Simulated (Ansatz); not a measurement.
The starting structures come from a database of crystals and need not be the phases stable at ambient conditions.

By PBEsol, the system below comes out a metal.

Without scattering a metal conducts by its projected Fermi surface.

Given:

```
Os
1.0
    2.70974     0.00000     0.00000
    0.00000     2.70974     0.00000
    1.35487    -1.35487     1.91608
Os
1
Direct
  0.00000   0.00000   0.00000
```

The cell was relaxed by PBE-D3(BJ); by PBEsol it stands under a pressure of -3.8 GPa.

The current flows along the normal of the first two printed cell vectors, the (001) plane of the conventional cell. No spin-orbit coupling; the value is a mean over 0.1 eV about the Fermi level.

Task: Give the ballistic conductance per area that PBEsol run with Ansatz (a first-principles code) yields.

Result: 1.8 × 10¹⁵ S/m² for both spins.
